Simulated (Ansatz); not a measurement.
Consider Ti in the hcp (Mg type) structure (space group P6_3/mmc, No. 194; a = 2.8644 Å, c = 4.5373 Å; relaxed with 0.1 eV smearing). Axes: x lies along a and z along c of the hexagonal cell.

The values are results of Kohn–Sham DFT with the LDA functional, run in Ansatz (an electronic-structure program) with PAW and 420 eV plane waves, spin-orbit coupling left out, not measurements.

It is then changed as follows: biaxial strain +0.50 %, plane normal [001], relaxed out of plane (Cartesian); in-plane vectors clamped, the third vector and the atoms free.

Problem. What happens to the out-of-plane strain?

Solution. The out-of-plane strain amounts to -0.44 %.

Whether these cells are dynamically stable was not tested. The final runs are not spin-polarised.
